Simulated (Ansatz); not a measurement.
**Input and output of a self-consistent single point for BaHfO3 (R-3, 10 atoms in the cell) (Ansatz, a program for electronic structure)**

Level of theory: PBEsol, default PAW files made with PBE (plane waves; Ansatz).

This input was run:

Ansatz 0.2 input:
```yaml
crystal:
  lattice:
    - [2.963313, 1.710870, 5.468615]
    - [-2.963313, 1.710870, 5.468615]
    - [0.000000, -3.421740, 5.468615]
  atoms:
    - { symbol: Ba, position: [0.355370, 0.355370, 0.355370] }
    - { symbol: Ba, position: [0.644630, 0.644630, 0.644630] }
    - { symbol: O, position: [0.221740, 0.562490, 0.950950] }
    - { symbol: O, position: [0.950950, 0.221740, 0.562490] }
    - { symbol: O, position: [0.562490, 0.950950, 0.221740] }
    - { symbol: O, position: [0.778260, 0.437510, 0.049050] }
    - { symbol: O, position: [0.049050, 0.778260, 0.437510] }
    - { symbol: O, position: [0.437510, 0.049050, 0.778260] }
    - { symbol: Hf, position: [0.146400, 0.146400, 0.146400] }
    - { symbol: Hf, position: [0.853600, 0.853600, 0.853600] }
basis:
  ecutwfc: 420.0
kpoints:
  mp_grid:
    grid: [6, 6, 6]
hamiltonian:
  xc: pbesol
  pseudopotentials:
    kind: paw
scf:
  occupations:
    method: gaussian
    width: 0.272
output:
  forces: true
  eigenvalues: true
  stress: true
```

Output, abridged:

```
WARN ansatz: RAYON_NUM_THREADS=1 ignored (pool sized by the plan → 1); use --threads N
Pseudopotentials: kind: paw
Pseudopotential: Ba, paw, valence charge 10
Pseudopotential: O, paw, valence charge 6
Pseudopotential: Hf, paw, valence charge 26
Crystal: 10 atoms, lattice volume = 166.350 Å³
Basis set: ecut = 420 eV, 3253 PW (Γ), exchange–correlation on 90×90×90 points (8 copies of the dense FFT grid, shifted against one another)
Bands: 65, of which v1, the nominal top of the filled ones, is band 54 counted from 1 (53 counted from 0)
Symmetry: 6 space group operations
Space group: R-3 (ITA 148), of the structure as read, at distance tolerance 5.5e-5 Å
k-points: 40 of 216
PAW frozen core: Ba, regenerated for the run's functional, and the local potential with it
PAW frozen core: O, regenerated for the run's functional, and the local potential with it
PAW frozen core: Hf, regenerated for the run's functional, and the local potential with it
Initial density: superposition of atomic densities (neutral atoms: chi_scale 0, normalization atom), corrected by the library's trained network
Initial wavefunctions: pseudopotential atomic-orbital guess
Eigensolver: davidson
Functional: x = pbesol(κ = 0.804, μ = 0.12345679012345678), c = pbesol(β = 0.046)
SCF iter   1: F=—  HF=-46299.840778 eV  |F-HF|=—  |Δ(HF+E_count)|=         —  Δρ=1.56e-2  dr2=4.09e-1  ethr=1.77e-3  ⟨swp⟩=6.0  Hψ=9373  notcnv=0
all-band conjugate gradients solve this SCF's bands
preconditioner: auto → Resta (q_TF=auto, 2.539 Å⁻¹)
SCF iter   2: F=—  HF=-46299.770718 eV  |F-HF|=—  |Δ(HF+E_count)|=   7.01e-2  Δρ=6.08e-3  dr2=4.74e-2  ethr=3.79e-4  ⟨swp⟩=2.0  Hψ=4715  notcnv=0
SCF iter   3: F=—  HF=-46299.760847 eV  |F-HF|=—  |Δ(HF+E_count)|=   9.87e-3  Δρ=1.22e-3  dr2=1.81e-3  ethr=4.39e-5  ⟨swp⟩=2.0  Hψ=4569  notcnv=0
SCF iter   4: F=—  HF=-46299.761653 eV  |F-HF|=—  |Δ(HF+E_count)|=   8.05e-4  Δρ=4.64e-4  dr2=3.34e-4  ethr=1.68e-6  ⟨swp⟩=2.3  Hψ=4163  notcnv=0
SCF iter   5: F=—  HF=-46299.761701 eV  |F-HF|=—  |Δ(HF+E_count)|=   4.79e-5  Δρ=1.22e-4  dr2=2.70e-5  ethr=3.09e-7  ⟨swp⟩=2.0  Hψ=4532  notcnv=0
SCF iter   6: F=—  HF=-46299.761753 eV  |F-HF|=—  |Δ(HF+E_count)|=   5.21e-5  Δρ=4.32e-5  dr2=4.19e-6  ethr=2.50e-8  ⟨swp⟩=2.4  Hψ=4642  notcnv=0
SCF iter   7: F=—  HF=-46299.761756 eV  |F-HF|=—  |Δ(HF+E_count)|=   3.33e-6  Δρ=1.15e-5  dr2=4.79e-7  ethr=3.88e-9  ⟨swp⟩=2.0  Hψ=4261  notcnv=0
SCF iter   8: F=-46299.761756 eV  HF=-46299.761756 eV  |F-HF|=1.46e-8  |Δ(HF+E_count)|=   1.77e-7  Δρ=3.72e-6  dr2=5.41e-8  ethr=9.26e-11  ⟨swp⟩=10.5  Hψ=11947  notcnv=0
SCF 1 converged in 8 iterations: F = -46299.761756 eV  dr2 = 5.41e-8
SCF converged after 8 iterations
Free energy (F): -46299.761756 eV
Harris-Foulkes:  -46299.761756 eV  (|F-HF|=1.46e-8)
Internal energy: -46299.761756 eV  (E = F + TS)
E sigma→0 (E₀):  -46299.761756 eV
Fermi energy:    10.981459 eV
--- Per-component energies (eV) ---
  E_band       = -378.486384
  E_kinetic    = 2214.018307
  E_local      = -16839.265129  (includes V_loc(G=0)·N_el)
  E_nonlocal   = -2070.643680
  E_hartree    = 7555.572525
  E_xc         = -1364.381886
  E_vxc        = -1361.644077  (∫ρ·V_xc dr)
  E_paw        = -24801.597697  (= ΣΔE_a)
  E_vpaw       = 2567.870108  (= ΣTr[D̂ρ^β])
  E_aug_tail   = 0.014330  (compensation charges beyond the density's cutoff)
  E_ewald      = -10996.495303
  E_core_change = 3.016777  (= ΣΔE_core)
  E_smearing   = -0.000000  (= −TS)
  E_closure    = -0.000000  (closes the sum)
  Σ components = -46299.761756   (vs F -46299.761756, Δ=0.00e0)
--- Forces (eV/Å), atoms counted from 1 ---
  atom   1  Ba     0.00000000    -0.00000000     0.88282127
  atom   2  Ba    -0.00000000     0.00000000    -0.88282127
  atom   3  O     -2.46339578    -1.55567513    -3.10438651
  atom   4  O      2.57895207    -1.35552576    -3.10438651
  atom   5  O     -0.11555630     2.91120089    -3.10438651
  atom   6  O      2.46339578     1.55567513     3.10438651
  atom   7  O     -2.57895207     1.35552576     3.10438651
  atom   8  O      0.11555630    -2.91120089     3.10438651
  atom   9  Hf    -0.00000000    -0.00000000    -0.34194440
  atom  10  Hf     0.00000000     0.00000000     0.34194440
  max |Σ_I F_I| component: 4.45e-16 eV/Å
--- Stress (GPa, compression-positive) ---
       -9.518015       0.000000      -0.000000
       -0.000000      -9.518015      -0.000000
       -0.000000      -0.000000      -3.965592
  P = ⅓ Tr σ = -7.6672 GPa (-76.672 kbar)
  The stress holds the Pulay correction. Without it, at fixed plane waves, as pw.x and ABINIT print it: P = -8.1484 GPa
--- Band table (eV; the first three rows and the last of 40) ---
  k-point 0: bands = ["-52.1081", "-52.0996", "-20.7772", "-20.7352", "-20.7257", "-20.7257", "-20.5931", "-20.5931", "-14.9001", "-14.3959", "-6.7622", "-6.7029", "-6.6956", "-6.6956", "-6.6647", "-6.6647", "-2.0788", "-2.0773", "-2.0648", [...]
  k-point 1: bands = ["-52.1076", "-52.1001", "-20.7769", "-20.7388", "-20.7284", "-20.7174", "-20.5990", "-20.5899", "-14.8708", "-14.4270", "-6.9080", "-6.8183", "-6.7202", "-6.6536", "-6.5943", "-6.4793", "-2.0788", "-2.0774", "-2.0652", [...]
  k-point 2: bands = ["-52.1063", "-52.1014", "-20.7737", "-20.7483", "-20.7328", "-20.6993", "-20.6133", "-20.5840", "-14.7954", "-14.5061", "-7.0450", "-6.9279", "-6.7281", "-6.6227", "-6.4680", "-6.3576", "-2.0787", "-2.0776", "-2.0659", [...]
  k-point 39: bands = ["-52.1080", "-52.0997", "-20.7798", "-20.7341", "-20.7259", "-20.7259", "-20.5929", "-20.5929", "-14.8841", "-14.3990", "-7.2817", "-6.7951", "-6.7951", "-6.5590", "-6.5590", "-6.1564", "-2.0766", "-2.0761", "-2.0658", [...]
```

The run converged in 8 iterations.

The starting cell was generated: these elements placed on a structure prototype, without a prior relaxation; it need not be a known phase or ordering of this composition. Spin-orbit coupling is off. With a pressure of about -8 GPa the cell is away from its equilibrium volume at this level. Forces in this geometry exceed 1 eV/Å. Ansatz's pressure includes its estimate of the finite-basis (Pulay) stress.
